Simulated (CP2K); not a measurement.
Band structure of MgTi2 (P-62m, 6 atoms in the cell).

```
CELL_PARAMETERS angstrom
      5.14389     0.00000     0.00000
     -2.57194     4.45474     0.00000
      0.00000     0.00000     4.89179
ATOMIC_POSITIONS crystal
  Mg 0.66667 0.33333 0.00000
  Mg 0.33333 0.66667 0.00000
  Ti 0.00000 0.31613 0.50000
  Ti 0.31613 0.00000 0.50000
  Ti 0.68387 0.68387 0.50000
  Ti 0.00000 0.00000 0.00000
```

Method of the run: LDA (Pade form), GPW, DZVP-MOLOPT-SR-GTH basis, GTH-PADE potentials (GTH_POTENTIALS) in CP2K.

Settings: CUTOFF = 1000 Ry; REL_CUTOFF = 50 Ry; SMEAR/METHOD = GAUSSIAN; SIGMA = 0.05 eV; KPOINTS/SCHEME = MONKHORST-PACK 6 6 6; GAMMA_CENTERED = T; XC_FUNCTIONAL = PADE; Mg/BASIS_SET = DZVP-MOLOPT-SR-GTH; Mg/POTENTIAL = GTH-PADE-q10; Ti/BASIS_SET = DZVP-MOLOPT-SR-GTH; Ti/POTENTIAL = GTH-PADE-q12; METHOD = GPW; EPS_DEFAULT = 1e-11; EXTRAPOLATION = USE_GUESS.

The starting cell comes from a database of computed structures (which also holds hypothetical and non-ambient phases and stackings), without a prior relaxation at this level. Spin polarisation is off. Values carry the incompleteness of an atom-centred basis.

Levels in eV from the Fermi level, bands 31 to 36:
```json
[
 {"point": "Γ", "31": "-0.57", "32": "-0.57", "33": "-0.45", "34": "-0.32", "35": "-0.32", "36": "0.11"},
 {"point": "M", "31": "-0.95", "32": "-0.61", "33": "-0.56", "34": "-0.44", "35": "-0.10", "36": "0.13"},
 {"point": "K", "31": "-0.80", "32": "-0.80", "33": "-0.53", "34": "-0.02", "35": "0.07", "36": "0.07"},
 {"point": "A", "31": "-0.61", "32": "-0.34", "33": "-0.29", "34": "-0.22", "35": "0.01", "36": "0.38"},
 {"point": "L", "31": "-0.29", "32": "-0.12", "33": "-0.10", "34": "-0.02", "35": "-0.02", "36": "0.24"},
 {"point": "H", "31": "-0.49", "32": "-0.28", "33": "-0.28", "34": "0.00", "35": "0.27", "36": "0.27"}
]
```

Bands cross the Fermi level along this path, so the cell is metallic at this level.

Higher empty bands are left out: an atom-centred basis made for the valence describes them poorly.
